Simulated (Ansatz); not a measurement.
A self-consistent single point of VSn2 (Fddd, 12 atoms in the cell) with Ansatz (a first-principles code).

Level of theory: LDA (PW92), default PAW files made with PBE (plane waves; Ansatz).

```
VSn2
1.0
    0.00000     4.70744     9.32447
    2.75603     0.00000     9.32447
    2.75603     4.70744     0.00000
V Sn
4 8
Direct
  0.87777   0.87777   0.62223
  0.62223   0.62223   0.87777
  0.37223   0.37223   0.62777
  0.62777   0.62777   0.37223
  0.91586   0.58414   0.91586
  0.58414   0.91586   0.58414
  0.33414   0.66586   0.33414
  0.66586   0.33414   0.66586
  0.16584   0.16584   0.33416
  0.33416   0.33416   0.16584
  0.08416   0.08416   0.91584
  0.91584   0.91584   0.08416
```

Reference input (self-consistent single point, DFT, LDA (PW92), plane waves, default PAW files made with PBE): basis.ecutwfc = 30.9 Ry; kpoints.mp_grid.grid = 6 6 6; hamiltonian.xc = lda; hamiltonian.pseudopotentials = {kind: paw} (the program's default PAW files); scf.occupations.method = cold; scf.occupations.width = 0.0073 Ry. This run's input differs from it in these lines:

```diff
@@ -30,3 +30,3 @@
     method: cold
-    width: 0.0073 Ry
+    width: 0.0147 Ry
 output:
```

The program printed (abridged):

```
SCF iter   1: F=—  HF=-58479.228475 eV  |F-HF|=—  |Δ(HF+E_count)|=         —  Δρ=8.65e-3  dr2=1.13e-1  ethr=1.77e-3  ⟨swp⟩=6.1  Hψ=16323  notcnv=0
all-band conjugate gradients solve this SCF's bands
preconditioner: auto → Kerker (q_TF=auto, 2.557 Å⁻¹)
SCF iter   2: F=—  HF=-58479.202549 eV  |F-HF|=—  |Δ(HF+E_count)|=   2.59e-2  S|Δr|=    0.00e0  Δρ=4.23e-3  dr2=2.94e-2  ethr=6.91e-5  ⟨swp⟩=2.5  Hψ=8086  notcnv=0
   [... lines left out ...]
SCF iter   5: F=—  HF=-58479.195142 eV  |F-HF|=—  |Δ(HF+E_count)|=   3.70e-5  S|Δr|=    0.00e0  Δρ=7.25e-5  dr2=1.88e-5  ethr=7.11e-8  ⟨swp⟩=2.1  Hψ=7485  notcnv=0
SCF iter   6: F=—  HF=-58479.195275 eV  |F-HF|=—  |Δ(HF+E_count)|=   1.33e-4  S|Δr|=    0.00e0  Δρ=1.75e-5  dr2=9.85e-7  ethr=1.15e-8  ⟨swp⟩=2.8  Hψ=8004  notcnv=0
SCF iter   7: F=-58479.195275 eV  HF=-58479.195275 eV  |F-HF|=2.48e-8  |Δ(HF+E_count)|=   1.82e-7  S|Δr|=    0.00e0  Δρ=3.47e-6  dr2=4.45e-8  ethr=6.10e-11  ⟨swp⟩=10.3  Hψ=19343  notcnv=0
SCF 1 converged in 7 iterations: F = -58479.195275 eV  dr2 = 4.45e-8
Stability not checked (fill_not_monotonic)
Free energy (F): -58479.195275 eV
Internal energy: -58479.194385 eV  (E = F + TS)
E sigma→0 (E₀):  -58479.194978 eV
Entropy (-TS):   -0.000890 eV (-0.074 meV/atom)
Fermi energy:    13.436963 eV
--- Forces (eV/Å), atoms counted from 1 ---
  atom   1  V     -0.00000000     0.00000000    -0.02611329
  atom   2  V      0.00000000     0.00000000     0.02611329
  atom   3  V      0.00000000    -0.00000000     0.02611329
  atom   4  V     -0.00000000    -0.00000000    -0.02611329
   [... lines left out ...]
  atom  12  Sn    -0.00000000     0.00000000    -0.07423430
--- Stress (GPa, compression-positive) ---
       -5.915643       0.000000      -0.000000
        0.000000      -4.974406       0.000000
       -0.000000       0.000000      -5.349735
  P = ⅓ Tr σ = -5.4133 GPa (-54.133 kbar)
  The stress holds the Pulay correction. Without it, at fixed plane waves, as pw.x and ABINIT print it: P = -5.4664 GPa
```

The run converged in 7 iterations. Against the reference run the free energy hardly moves (within 1 meV/atom), the pressure stays at -5.41 GPa and the largest force goes from 0.059 to 0.074 eV/Å.

The starting cell comes from a database of computed structures (which also holds hypothetical and non-ambient phases and stackings), without a prior relaxation at this level. Spin polarisation is off. With a pressure of about -5 GPa the cell is away from its equilibrium volume at this level. Ansatz's pressure includes its estimate of the finite-basis (Pulay) stress.

Cost on one core of a shared machine: roughly 70 s.

Keys are those of Ansatz 0.2.
